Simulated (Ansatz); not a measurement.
## Al5W: pressure series

Take Al5W (space group P6_322, No. 182; a cell from a computed database, its experimental status unchecked) as the base.

```yaml
crystal:
  lattice:
    - [4.87629, 0.00000, 0.00000]
    - [-2.43815, 4.22299, 0.00000]
    - [0.00000, 0.00000, 8.82658]
  atoms:
    - { symbol: Al, position: [0.00000, 0.00000, 0.75000] }
    - { symbol: Al, position: [0.00000, 0.00000, 0.25000] }
    - { symbol: Al, position: [0.33333, 0.66667, 0.75000] }
    - { symbol: Al, position: [0.66667, 0.33333, 0.25000] }
    - { symbol: Al, position: [0.33823, 0.33823, 0.00000] }
    - { symbol: Al, position: [0.00000, 0.33823, 0.50000] }
    - { symbol: Al, position: [0.66177, 0.00000, 0.00000] }
    - { symbol: Al, position: [0.66177, 0.66177, 0.50000] }
    - { symbol: Al, position: [0.00000, 0.66177, 0.00000] }
    - { symbol: Al, position: [0.33823, 0.00000, 0.50000] }
    - { symbol: W, position: [0.33333, 0.66667, 0.25000] }
    - { symbol: W, position: [0.66667, 0.33333, 0.75000] }
```

Cell and atoms are relaxed at each pressure.

All numbers come from DFT with PBEsol, PAW potentials and a 420 eV plane-wave cutoff in Ansatz (a quantum-chemistry and plane-wave program), scalar-relativistic without spin-orbit coupling.

Notes on the quantities. enthalpy: H = E + PV relative to the base's energy.

```tsv
change	enthalpy	lattice parameter a
base	–	4.876 Å
pressure −2 GPa	-0.19 eV/atom	4.903 Å
pressure −1 GPa	-0.09 eV/atom	4.890 Å
pressure 0.3 GPa	+0.03 eV/atom	4.873 Å
pressure 0.7 GPa	+0.07 eV/atom	…
pressure 1.5 GPa	+0.14 eV/atom	4.858 Å
pressure 3 GPa	+0.28 eV/atom	4.839 Å
pressure 5 GPa	+0.46 eV/atom	4.817 Å
pressure 7.5 GPa	+0.69 eV/atom	4.790 Å
pressure 10 GPa	+0.91 eV/atom	4.765 Å
```

Question: Fill in the withheld entries from the trend.

Answer: 
- pressure 0.7 GPa, lattice parameter a: 4.867 Å

Load acts through the strain it causes; cell and atoms are relaxed under it. Whether these cells are dynamically stable was not tested. No other phases were tried under pressure. All final runs are without spin polarisation.
